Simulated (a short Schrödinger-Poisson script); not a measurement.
Structure: MOS inversion layer, SiO2 on p-type Si(100), at 300 K.

From the gate side: 1.1 nm SiO2; 1700 nm Si, acceptors 6.3e16 cm⁻³.

Constants are typed, rounded textbook-type inputs, not results; the design itself was drawn at random and stands for no fabricated device. SiO2: permittivity 3.9, conduction-band edge (eV) 3.15, gap (eV) 9, electron mass (mₑ) 0.5. Si: permittivity 11.7, conduction-band edge (eV) 0, gap (eV) 1.124, Nv at 300 K (cm⁻³) 3.1e19.

Channel valleys (confinement mass, in-plane density-of-states mass, number): Δ2 0.916, 0.19, 2; Δ4 0.19, 0.417, 4. At the gate the conduction-band edge of layer 1 lies 3.28 eV − eVg above the Fermi level of the channel; the field vanishes at the back. Gaps are held at their typed values at every temperature. Mesh 0.03 nm at interfaces.

Solved with a short Schrödinger-Poisson script written for these runs: 1D Poisson equation in equilibrium, electrons quantum, Hartree (BenDaniel-Duke, 12 states a valley, the channel's in-plane mass for all, wave functions ending at the dielectric), parabolic valleys, classical holes, full ionisation, no traps, pinning or gate leakage.

```csv
Vg (V),electrons (cm⁻²),C (μF/cm²),Δ2 E0 (meV from the Fermi level),Δ4 E0 (meV from the Fermi level)
0,3.38e9,0.0992,213.3,242.4
0.05,1.99e10,0.183,166.7,196.6
0.1,9.67e10,0.491,124.7,156.0
0.15,3.08e11,0.956,92.7,126.5
0.2,6.58e11,1.31,70.4,107.8
0.25,1.10e12,1.55,54.2,95.6
0.3,1.61e12,1.71,41.5,87.0
0.35,2.16e12,1.82,31.2,80.6
0.4,2.74e12,1.91,22.3,75.6
0.45,3.35e12,1.98,14.6,71.5
0.5,3.97e12,2.04,7.7,68.1
0.55,4.62e12,2.09,1.4,65.2
0.6,5.28e12,2.13,-4.5,62.6
0.65,5.94e12,2.16,-10.0,60.4
0.7,6.62e12,2.19,-15.1,58.3
0.75,7.31e12,2.21,-20.1,56.4
0.8,8.00e12,2.23,-24.8,54.6
0.85,8.70e12,2.25,-29.4,52.9
0.9,9.41e12,2.27,-33.8,51.3
```

Gate voltages with under 1e9 electrons/cm² are left out.

At Vg = 0.9 V the lowest Δ2 subband lies at -33.8 meV from the Fermi level. How many electrons does it hold, and what share of all?

The two-dimensional density of states is g m/(πħ²) = 1.59e11 cm⁻² meV⁻¹ (both spins), kT = 25.9 meV, so n = D kT ln(1 + exp(−E/kT)) = 6.35e12 cm⁻², 0.67 of the 9.41e12 cm⁻² in all.

Compare the slope of the sheet density between 0.8 and 0.9 V with the geometric capacitance of the layers between gate and channel.

q Δn/ΔV = 2.26 μF/cm²; ε0/Σ(t/ε) = 3.14 μF/cm². The ratio is 0.72: the channel acts as a further capacitance in series.
